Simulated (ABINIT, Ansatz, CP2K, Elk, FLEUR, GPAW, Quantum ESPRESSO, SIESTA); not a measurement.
# Code comparison for MgO (Fm-3m, 2 atoms in the cell)

Self-consistent single point, at a second geometry (lattice scaled by 0.98). First geometry:

```yaml
crystal:
  lattice:
    - [0.00000, 2.10500, 2.10500]
    - [2.10500, 0.00000, 2.10500]
    - [2.10500, 2.10500, 0.00000]
  atoms:
    - { symbol: Mg, position: [0.00000, 0.00000, 0.00000] }
    - { symbol: O, position: [0.50000, 0.50000, 0.50000] }
```

Shared settings, as Ansatz (a first-principles code) writes them: kpoints.mp_grid.grid = 7 7 7; scf.occupations.method = fermi_dirac; scf.occupations.width = 0.01 eV. Potentials and cutoffs stand in the table.

```
code                                                                                                                                model  ΔF from the first geometry (meV/atom)  pressure (GPa)  gap on the mesh (eV)           cutoff
----------------  -----------------------------------------------------------------------------------------------------------------------  -------------------------------------  --------------  --------------------  ---------------
Quantum ESPRESSO                                                                        PBE, SSSP 1.1.2 efficiency (PBE) pseudopotentials                                   34.6           16.11                 5.350            55 Ry
ABINIT                                                           PBE, norm-conserving pseudopotentials (PseudoDojo nc-sr-05 PBE standard)                                   35.2           16.27                 5.400            42 Ha
FLEUR                                                                        PBE, all-electron FLAPW (FLEUR), scalar-relativistic valence                                   36.6               –                 5.473  Kmax 4.6 1/bohr
Elk                                        PBE, all-electron FP-LAPW, Elk's shipped species files, APW+lo basis with extra local orbitals                                   41.9               –                 5.296       rgkmax 7.5
CP2K                                                              PBE, GPW, DZVP-MOLOPT-SR-GTH basis, GTH-PBE potentials (GTH_POTENTIALS)                                   49.6           20.85                 5.243     grid 1000 Ry
GPAW                                                                                         PBE, GPAW PAW datasets PBE (gpaw-data 1.0.1)                                   35.8               –                 5.390           550 eV
SIESTA            GGA PBE, numerical atomic orbitals DZP, PseudoDojo PBE standard norm-conserving potentials (rewritten from UPF to PSML)                                   35.5           16.63                 5.271      grid 300 Ry
Ansatz                                                                                                             PBE, default PAW files                                   35.7           15.86                 5.369          default
```

For Ansatz (by 0.6 GPa) the energy change implies a higher mean pressure, against the two pressures, than for the other programs: a sign of finite-basis (Pulay) stress.

A dash marks a value that a program does not give, or that is left out as unsure.

Gaps are read on the mesh.

The spread over the programs that give each value: ΔF from the first geometry within 15.0 meV/atom; pressure within 4.99 GPa; gap on the mesh within 0.230 eV.

CP2K and SIESTA use small atom-centred bases, whose incompleteness enters pressures, forces and empty levels differently from a plane-wave cutoff. FLEUR and Elk treat all electrons, but the usual bases taken here (sphere radii, linearisation, local orbitals, empty states) were not tested for convergence, so the values are no reference for the others. Ansatz's pressure is given at a fixed set of plane waves, as the other plane-wave codes print theirs; with its correction for the finite basis it is 16.50 GPa (the shift of 0.64 GPa shows how far the cutoff is from converged). The pressure of GPAW is left out: its cutoff lies under the one at which its stress was checked. In the pressure, CP2K (by 4.74) lies more than 1 GPa from the median of the plane-wave programs. In the gap, CP2K (by 0.137) lies more than 0.12 eV from the median of the plane-wave programs.

The starting cell has typed, rounded lattice constants, without a prior relaxation at this level. For this run, on top of that: lattice scaled by 0.98.

Keys are those of Ansatz 0.2.
